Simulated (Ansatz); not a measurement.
SnO: tensor shear ε_xy = +1.95 %

Take SnO (space group P4/nmm, No. 129; a = 3.7685 Å, c = 4.5571 Å; layered, stacked along the Cartesian z axis; relaxed with 0.1 eV smearing) as the base. Axes: x, y, z lie along a, b, c of the conventional cell.

Now apply this change: a pure shear with ε_xy = ε_yx = 0.0195, atoms relaxed at fixed cell.

Computed with plane-wave PAW DFT at the PBEsol-D3(BJ) level (Ansatz, an electronic-structure program, 420 eV), no spin-orbit coupling. k-mesh 15×15×13 (Γ-centred); smearing 0.1 eV (Fermi–Dirac).

The volume per atom hardly moves (16.18 Å³ against 16.17 Å³) and the space group changes from P4/nmm (No. 129) to Cmme (No. 67). The shortest interatomic distance is still 2.211 Å and the energy grows by 7.2 meV/atom. The pressure (mean of the normal stresses, compression positive) is nearly the same (0.0 GPa against 0.1 GPa) and the band gap stays zero. The stress (xx, yy, zz, yz, xz, xy; compression positive) amounts to (0.1, 0.1, 0.0, 0.0, 0.0, -3.7) GPa.

The cells carry an imposed strain or load. No phonon test of stability was made. All final runs are without spin polarisation. A zero or small gap of SnO can be the functional's error rather than a property of the material.
